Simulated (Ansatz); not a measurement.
# Response to strain in hypothetical cubic perovskite TlSnCl3

The parent structure is TlSnCl3 in the cubic perovskite structure (space group Pm-3m, No. 221; a = 5.5778 Å; a hypothetical phase, not in the database extracts checked). Axes: x, y, z lie along the cube axes.

Strains are applied to the cell and any free atomic positions relax; under biaxial strain the out-of-plane vector relaxes too; under stress the whole cell relaxes.

Levels (all Ansatz, an electronic-structure program, PAW): PBE (420 eV, spin-orbit coupling left out); r2SCAN (500 eV, no SOC).

The base cell above is that of PBE; each level relaxes its own structures.

Notes on the quantities. energy relative to the base: free energy F.

| case | energy relative to the base, PBE | energy relative to the base, r2SCAN |
|---|---|---|
| biaxial strain −2.38 %, plane normal [111], relaxed out of plane | +2.1 meV/atom | +2.0 meV/atom |
| isotropic strain −2.66 % | +18 meV/atom | +19 meV/atom |
| isotropic strain −2.65 % | +17 meV/atom | +19 meV/atom |
| uniaxial strain ε_xx = +0.52 % | +0.1 meV/atom | +0.2 meV/atom |
| uniaxial strain ε_yy = −2.73 % | +4.6 meV/atom | +5.2 meV/atom |
| uniaxial strain ε_zz = −5.20 % | +19 meV/atom | +21 meV/atom |
| uniaxial stress, 3 GPa compression along z | +14 meV/atom | +12 meV/atom |
| strain tensor (xx, yy, zz, yz, xz, xy) = (+3.53, +2.17, −2.63, +0.45, +1.73, −1.04) % | +12 meV/atom | +14 meV/atom |

The two levels differ by at most about 2.3 meV/atom. They disagree on the order of strain tensor (xx, yy, zz, yz, xz, xy) = (+3.53, +2.17, −2.63, +0.45, +1.73, −1.04) % and uniaxial stress, 3 GPa compression along z.

A case with no gap was solved on a k-mesh chosen for an insulator, which is coarse for it. Beyond what the load breaks, stability against distortions was not tested. All final runs are without spin polarisation. Many cubic perovskites are stable only at high temperature; tilts and polar distortions were not tested.
